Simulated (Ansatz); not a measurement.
Amorphous Ga₂₄O₃₈Si

A CHGNet melt-quench gave the starting glass, which DFT then relaxed. O atoms were pushed apart under 1.9 Å during the dynamics, to hinder bonds among them. The hot cell started wider than the set density and was brought back towards it in steps. It is the lowest in DFT energy of 2 quenches. It is a model cell: composition and starting density were chosen by hand, and all elements were melted together. No dispersion term was used.

Methods: PBE, scalar-relativistic without spin-orbit coupling (Ansatz, an electronic-structure program); r2SCAN, scalar-relativistic without spin-orbit coupling (Ansatz); HSE06, scalar-relativistic without spin-orbit coupling (Ansatz). Geometry, pressure, stress and energy are those of the PBE run. Its sampling: a 2×2×2 Γ-centred mesh; Fermi-Dirac width 0.02 eV; no spin polarisation. Other functionals are single points at the zone centre (r2SCAN at 500 eV; exact exchange cut at the cell's faces), free to take moments where seeds were set. At PBE the levels at the filled edge of the gap are localised (band-tail or defect states), and the nearest spread-out levels lie 1.9 eV apart at the zone centre.

```json
{
  "number_of_atoms_in_the_cell": "63",
  "Density (volume relaxed, without dispersion)": "4.84 g/cm^3",
  "volume_per_atom": "12.58 Å³",
  "Pressure on a 2×2×2 Γ-centred mesh": "0.14 GPa",
  "Largest force and stress component on that mesh (the relaxation ran on the zone centre alone)": "0.06 eV/Å and 2.6 GPa",
  "Energy relative to beta Ga2O3 + alpha cristobalite (lowest mix at this level among the phases computed, not always the ambient ones)": "0.123 eV/atom",
  "Level gap on a 2×2×2 Γ-centred mesh (PBE)": "1.61 eV",
  "Level gap at the zone centre (PBE)": "1.62 eV",
  "Level gap at the zone centre (r2SCAN)": "2.15 eV",
  "Level gap at the zone centre (HSE06)": "3.33 eV"
}
```

Neighbours within Ga-Ga 2.68 Å, Ga-O 2.42 Å, Ga-Si 2.56 Å, O-O 1.58 Å, O-Si 2.12 Å, Si-Si 2.60 Å count as bonded. Two cations that share two anions don't count as bonded, nor two that share one unless they lie closer than Ga-Ga 2.61 Å, Ga-Si 2.49 Å, Si-Si 2.38 Å.

Mean coordination of Ga by anions: 4.54 (12 with 4, 11 with 5, 1 with 6)
Mean coordination of O: 2.97 (2 with 2, 35 with 3, 1 with 4)
Mean coordination of Si by anions: 4.00 (1 with 4)
Mean Ga-O bond: 1.932 Å (spread 0.087 Å, 109 counted)
Mean O-Si bond: 1.648 Å (spread 0.042 Å, 4 counted)

Its density started from a set value of 4.85 g/cm³. The simulated quench (nominally 220 K/ps over its main leg) is rapid and tends to freeze in more defects than a deposited or slowly cooled glass has. One small periodic cell is one sample of the glass; other quenches scatter about these values. The volume was free in the relaxation, at fixed shape. Stress components on the final sampling reach 2.6 GPa.
